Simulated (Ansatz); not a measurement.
**How the lattice parameter c of Si3P4 (model structure, started from the beta Si3N4 type, P6₃/m, No. 176, 14 atoms in the cell) moves with the method**

No measured value is used here.

| level (code) | value (Å) |
|---|---|
| LDA (Ansatz) | 3.629 |
| PBE (Ansatz) | 3.677 |
| PBEsol (Ansatz) | … |
| PBE-D3(BJ) (Ansatz) | 3.638 |
| r²SCAN+rVV10 (Ansatz) | 3.637 |

Task: Complete the blanks.

Result: 
- PBEsol (Ansatz, a quantum-chemistry and plane-wave program), value (Å): 3.650

Cutoffs differ between the levels. Ansatz's density-functional and Hartree–Fock values are scalar-relativistic unless marked +SOC, with PAW data made under PBE.

A model structure was made by putting elements into a prototype or built by hand; it is no filed structure, need not be a known phase, and can be a saddle point held by its symmetry.
